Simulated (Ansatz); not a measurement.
# Input and output of a self-consistent single point for Ni₂Ge (P3m1, 6 atoms in the cell) (Ansatz)

Method of the run: PBEsol, default PAW files made with PBE (plane waves; Ansatz, an electronic-structure program).

The input file:

Ansatz 0.2 input:
```yaml
# Ni2Ge
crystal:
  lattice:
    - [3.991749, 0.000000, 0.000000]
    - [-1.995875, 3.456957, 0.000000]
    - [0.000000, 0.000000, 5.038952]
  atoms:
    - { symbol: Ni, position: [0.666667, 0.333333, 0.259923] }
    - { symbol: Ni, position: [0.333333, 0.666667, 0.750000] }
    - { symbol: Ni, position: [0.000000, 0.000000, 0.000000] }
    - { symbol: Ni, position: [0.000000, 0.000000, 0.500000] }
    - { symbol: Ge, position: [0.666667, 0.333333, 0.750000] }
    - { symbol: Ge, position: [0.333333, 0.666667, 0.250000] }
basis:
  ecutwfc: 420.0 eV
kpoints:
  mp_grid: { grid: [7, 7, 5] }
hamiltonian:
  xc: pbesol
  pseudopotentials: { kind: paw }
scf:
  occupations: { method: fermi_dirac, width: 0.1 eV }
output:
  forces: true
  eigenvalues: true
  stress: true
```

Log, with long lists cut:

```
WARN the atoms were moved onto the symmetric positions of the space group found under crystal.symmetry.tolerance 1.0e-5 (fractional …
WARN ansatz: RAYON_NUM_THREADS=1 ignored (pool sized by the plan → 1); use --threads N
Pseudopotentials: kind: paw
Pseudopotential: Ni, paw, valence charge 18
Pseudopotential: Ge, paw, valence charge 14
Crystal: 6 atoms, lattice volume = 69.534 Å³
Basis set: ecut = 420 eV, 1397 PW (Γ), exchange–correlation on 54×54×72 points (8 copies of the dense FFT grid, shifted against one another)
Bands: 60, of which v1, the nominal top of the filled ones, is band 50 counted from 1 (49 counted from 0)
Symmetry: 6 space group operations
Space group: P3m1 (ITA 156), of the structure as read, at distance tolerance 4.1e-5 Å
k-points: 32 of 245 (time reversal used)
PAW frozen core: Ni, regenerated for the run's functional, and the local potential with it
PAW frozen core: Ge, regenerated for the run's functional, and the local potential with it
Initial density: superposition of atomic densities (neutral atoms: chi_scale 0, normalization atom), corrected by the library's trained network
Initial wavefunctions: pseudopotential atomic-orbital guess
Eigensolver: davidson
Functional: x = pbesol(κ = 0.804, μ = 0.12345679012345678), c = pbesol(β = 0.046)
SCF iter   1: F=—  HF=-31728.963409 eV  |F-HF|=—  |Δ(HF+E_count)|=         —  Δρ=2.33e-2  dr2=2.17e-1  ethr=1.77e-3  ⟨swp⟩=5.6  Hψ=6059  notcnv=0  defer=32
all-band conjugate gradients solve this SCF's bands
preconditioner: auto → Kerker (q_TF=auto, 2.899 Å⁻¹)
SCF iter   2: F=—  HF=-31728.933617 eV  |F-HF|=—  |Δ(HF+E_count)|=   2.98e-2  Δρ=6.50e-3  dr2=1.99e-2  ethr=2.17e-4  ⟨swp⟩=3.0  Hψ=3966  notcnv=0  defer=63
SCF iter   3: F=—  HF=-31728.931067 eV  |F-HF|=—  |Δ(HF+E_count)|=   2.55e-3  Δρ=1.74e-3  dr2=1.78e-3  ethr=1.99e-5  ⟨swp⟩=1.1  Hψ=1863  notcnv=0  defer=63
SCF iter   4: F=—  HF=-31728.930753 eV  |F-HF|=—  |Δ(HF+E_count)|=   3.15e-4  Δρ=2.91e-4  dr2=4.30e-5  ethr=1.78e-6  ⟨swp⟩=2.3  Hψ=2641  notcnv=0  defer=63
SCF iter   5: F=—  HF=-31728.930747 eV  |F-HF|=—  |Δ(HF+E_count)|=   5.85e-6  Δρ=1.83e-4  dr2=1.12e-5  ethr=4.30e-8  ⟨swp⟩=2.0  Hψ=2995  notcnv=0  defer=63
SCF iter   6: F=—  HF=-31728.930746 eV  |F-HF|=—  |Δ(HF+E_count)|=   1.07e-6  Δρ=4.72e-5  dr2=1.54e-6  ethr=1.12e-8  ⟨swp⟩=2.7  Hψ=3568  notcnv=0  defer=63
SCF iter   7: F=—  HF=-31728.930746 eV  |F-HF|=—  |Δ(HF+E_count)|=   1.67e-7  Δρ=2.37e-5  dr2=4.02e-7  ethr=1.54e-9  ⟨swp⟩=2.3  Hψ=2944  notcnv=0  defer=63
SCF iter   8: F=-31728.930746 eV  HF=-31728.930746 eV  |F-HF|=2.54e-8  |Δ(HF+E_count)|=   5.71e-8  Δρ=6.27e-6  dr2=2.85e-8  ethr=1.00e-10  ⟨swp⟩=7.5  Hψ=8436  notcnv=0
SCF 1 converged in 8 iterations: F = -31728.930746 eV  dr2 = 2.85e-8
SCF converged after 8 iterations
Free energy (F): -31728.930746 eV
Harris-Foulkes:  -31728.930746 eV  (|F-HF|=2.54e-8)
Internal energy: -31728.808454 eV  (E = F + TS)
E sigma→0 (E₀):  -31728.869600 eV
Entropy (-TS):   -0.122291 eV (-20.382 meV/atom)
Fermi energy:    17.895454 eV
--- Per-component energies (eV) ---
  E_band       = -1207.138430
  E_kinetic    = 1369.148642
  E_local      = -17868.117410  (includes V_loc(G=0)·N_el)
  E_nonlocal   = 3406.508345
  E_hartree    = 7606.373336
  E_xc         = -491.247000
  E_vxc        = -571.485895  (∫ρ·V_xc dr)
  E_paw        = -10357.531719  (= ΣΔE_a)
  E_vpaw       = -2755.944907  (= ΣTr[D̂ρ^β])
  E_aug_tail   = 0.002407  (compensation charges beyond the density's cutoff)
  E_ewald      = -15396.570084
  E_core_change = 2.625028  (= ΣΔE_core)
  E_smearing   = -0.122291  (= −TS)
  E_closure    = 0.000000  (closes the sum)
  Σ components = -31728.930746   (vs F -31728.930746, Δ=0.00e0)
--- Forces (eV/Å), atoms counted from 1 ---
  atom   1  Ni    -0.00000000     0.00000000    -0.23889251
  atom   2  Ni    -0.00000000     0.00000000     0.04299005
  atom   3  Ni    -0.00000000    -0.00000000     0.05823251
  atom   4  Ni     0.00000000    -0.00000000     0.06234999
  atom   5  Ge     0.00000000    -0.00000000     0.13860186
  atom   6  Ge     0.00000000     0.00000000    -0.06328202
  max |Σ_I F_I| component: 1.16e-7 eV/Å
--- Stress (GPa, compression-positive) ---
       -2.794534       0.000000      -0.000000
        0.000000      -2.794534      -0.000000
       -0.000000      -0.000000      -2.485872
  P = ⅓ Tr σ = -2.6916 GPa (-26.916 kbar)
  The stress holds the Pulay correction. Without it, at fixed plane waves, as pw.x and ABINIT print it: P = -2.7503 GPa
--- Band table (eV; the first three rows and the last of 32) ---
  k-point 0: bands = ["-85.1574", "-85.1565", "-84.9041", "-84.8936", "-45.7677", "-45.7677", "-45.7654", "-45.7654", "-45.6540", "-45.6509", "-45.5461", "-45.4468", "-45.4468", "-45.4403", "-45.4382", "-45.4382", "-6.9098", "-6.9006", "-6.8791", [...]
  k-point 1: bands = ["-85.1574", "-85.1565", "-84.9033", "-84.8944", "-45.7676", "-45.7676", "-45.7656", "-45.7656", "-45.6538", "-45.6512", "-45.5359", "-45.4504", "-45.4464", "-45.4464", "-45.4387", "-45.4387", "-6.9077", "-6.9002", "-6.8773", [...]
  k-point 2: bands = ["-85.1573", "-85.1566", "-84.9015", "-84.8962", "-45.7672", "-45.7672", "-45.7658", "-45.7658", "-45.6534", "-45.6519", "-45.5095", "-45.4767", "-45.4455", "-45.4455", "-45.4396", "-45.4396", "-6.9034", "-6.9005", "-6.8718", [...]
  k-point 31: bands = ["-85.1571", "-85.1565", "-84.9017", "-84.8963", "-45.7688", "-45.7678", "-45.7672", "-45.7663", "-45.6548", "-45.6535", "-45.5074", "-45.4764", "-45.4459", "-45.4455", "-45.4382", "-45.4379", "-6.8989", "-6.8983", "-6.8728", [...]
```

The run converged in 8 iterations.

The starting cell comes from a database of computed structures (which also holds hypothetical and non-ambient phases and stackings), without a prior relaxation at this level. Its lattice was rescaled by up to half a per cent. One atom was moved a little off its site on purpose. Spin polarisation is off. Ansatz's pressure includes its estimate of the finite-basis (Pulay) stress.
